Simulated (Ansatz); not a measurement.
F on the 1x1 (100) surface of monoclinic HfO2 (cut with top plane 2 O), one in a 1x1 cell, energies for each (27.9 Å²). Energies are against ½ F2(g), without zero-point or thermal terms; each row is named by its start.

Host crystal: monoclinic HfO2, with a band gap (PBE, scalar-relativistic without spin-orbit coupling).

Method: PBE (plane waves to 420 eV, PAW; Ansatz, a program for electronic structure).

Model: 25-atom slab, 9.3 Å thick at the start under the adsorbate (thin: gaps and levels are the slab's own), 4x4x1 mesh, Fermi-Dirac 0.01 eV, dipole correction, 12 atoms held, the rest relaxed; each run with such symmetry as its start has; spin-polarised, no spin-orbit, no U, no dispersion correction.

A negative adsorption energy means that the adsorbate is more stable on the surface than in its reference. Starts that drift may end in the same place. Heights count from the host atoms within 0.3 Å of the top one. Moments of ungapped slabs depend on the mesh.

```json
[
 {"starting site": "top O", "E_ads (eV)": "-1.81", "height (Å)": "0.50", "nearest host atom (Å)": "Hf 1.91", "bonded to": "Hf", "change of the vacuum step (eV)": "1.62", "lateral drift (Å)": "2.7", "moment (μB)": "1.0"},
 {"starting site": "over Hf at depth 1.0 Å", "E_ads (eV)": "-1.81", "height (Å)": "0.51", "nearest host atom (Å)": "Hf 1.91", "bonded to": "Hf", "change of the vacuum step (eV)": "1.61", "lateral drift (Å)": "1.5", "moment (μB)": "1.0"},
 {"starting site": "hollow O-O-O", "E_ads (eV)": "-1.81", "height (Å)": "0.51", "nearest host atom (Å)": "Hf 1.91", "bonded to": "Hf", "change of the vacuum step (eV)": "1.61", "lateral drift (Å)": "1.0", "moment (μB)": "1.0"},
 {"starting site": "hollow O-O-O over O at depth 6.8 Å", "E_ads (eV)": "-1.81", "height (Å)": "0.51", "nearest host atom (Å)": "Hf 1.91", "bonded to": "Hf", "change of the vacuum step (eV)": "1.62", "lateral drift (Å)": "0.3", "moment (μB)": "1.0"},
 {"starting site": "bridge O-O (span 5.2 Å)", "E_ads (eV)": "-1.81", "height (Å)": "0.51", "nearest host atom (Å)": "Hf 1.91", "bonded to": "Hf", "change of the vacuum step (eV)": "1.61", "lateral drift (Å)": "1.1", "moment (μB)": "1.0"},
 {"starting site": "bridge O-O (span 5.3 Å)", "E_ads (eV)": "-1.81", "height (Å)": "0.51", "nearest host atom (Å)": "Hf 1.91", "bonded to": "Hf", "change of the vacuum step (eV)": "1.62", "lateral drift (Å)": "0.4", "moment (μB)": "1.0"}
]
```
